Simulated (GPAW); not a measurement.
Input and output of a self-consistent single point for Cu (Fm-3m, 1 atom in the cell) (GPAW).

Computed with PBE, GPAW PAW datasets PBE (gpaw-data 1.0.1) (plane waves; GPAW).

The change in words: lattice scaled by 0.98. Reference geometry:
```xyz
1
Lattice="0.0000 1.8050 1.8050 1.8050 0.0000 1.8050 1.8050 1.8050 0.0000" Properties=species:S:1:pos:R:3 pbc="T T T"
Cu     0.0000     0.0000     0.0000
```

Reference input (self-consistent single point, DFT PBE, plane waves, GPAW PAW datasets PBE (gpaw-data 1.0.1)): mode = pw; ecut = 800 eV; xc = PBE; kpts = 21 21 21; mesh shift (steps) = 0 0 0; occupations.name = methfessel-paxton; occupations.width = 0.2 eV; occupations.order = 0; nbands = -7; symmetry.symmorphic = false; symmetry.tolerance = 0.0005; maxiter = 100. This run's input differs from it in these lines:

```diff
@@ -5,5 +5,5 @@
 atoms = Atoms(['Cu'],
-              cell=[[0.000000, 1.805000, 1.805000],
-                    [1.805000, 0.000000, 1.805000],
-                    [1.805000, 1.805000, 0.000000]],
+              cell=[[0.000000, 1.768900, 1.768900],
+                    [1.768900, 0.000000, 1.768900],
+                    [1.768900, 1.768900, 0.000000]],
               positions=[[0.000000, 0.000000, 0.000000]],
```

Log, with long lists cut:

```
     iter     time        total  log10-change:
                         energy   eigst   dens
iter:   1 --:--:--    -4.641117
iter:   2 --:--:--    -4.280177   -2.26  -1.18
iter:   3 --:--:--    -3.690252   -1.49  -1.27
iter:   4 --:--:--    -3.687335   -3.91  -1.86
iter:   5 --:--:--    -3.660634   -2.94  -1.91
iter:   6 --:--:--    -3.660701   -3.92  -3.07
iter:   7 --:--:--    -3.661025c  -4.23  -3.25
iter:   8 --:--:--    -3.660693c  -5.13  -2.84
iter:   9 --:--:--    -3.660693c  -6.39  -4.16c
iter:  10 --:--:--    -3.660693c  -7.47c -4.27c
Converged after 10 iterations.

Dipole moment: (-0.000000, -0.000000, -0.000000) |e|*Ang

Energy contributions relative to reference atoms: (reference = -45021.451841)

Kinetic:        -10.490353
Potential:       +8.267859
External:        +0.000000
XC:              -1.529543
Entropy (-ST):   -0.006645
Local:           +0.094667
SIC:             +0.000000
--------------------------
Free energy:     -3.664016
Extrapolated:    -3.660693

Showing only first 2 kpts
 Kpt  Band  Eigenvalues  Occupancy
  0     3      5.67968    2.00000
  0     4      6.58435    2.00000
  0     5      6.58435    2.00000
  0     6     32.49177    0.00000

  1     3      5.70817    2.00000
  1     4      6.55092    2.00000
  1     5      6.59738    2.00000
  1     6     32.06919    0.00000

Fermi level: 8.95800

No gap
No difference between direct/indirect transitions
Energy (eV): -3.660693

Forces in eV/Ang:
  0 Cu   -0.00000    0.00000    0.00000

Stress tensor:
    -0.088111    -0.000000     0.000000
    -0.000000    -0.088111     0.000000
     0.000000     0.000000    -0.088111
Stress (GPa, Voigt): [-14.117 -14.117 -14.117   0.      0.     -0.   ]
```

The run converged in 10 iterations. GPAW prints stress with tension positive. Against the reference run the free energy goes up by 40.2 meV/atom and the pressure goes from 3.12 to 14.12 GPa.

The starting cell has typed, rounded lattice constants, without a prior relaxation at this level. For this run, on top of that: lattice scaled by 0.98. Spin polarisation is off. With a pressure of about 14 GPa the cell is away from its equilibrium volume at this level.

Cost on one core of a shared machine: roughly 70 s.
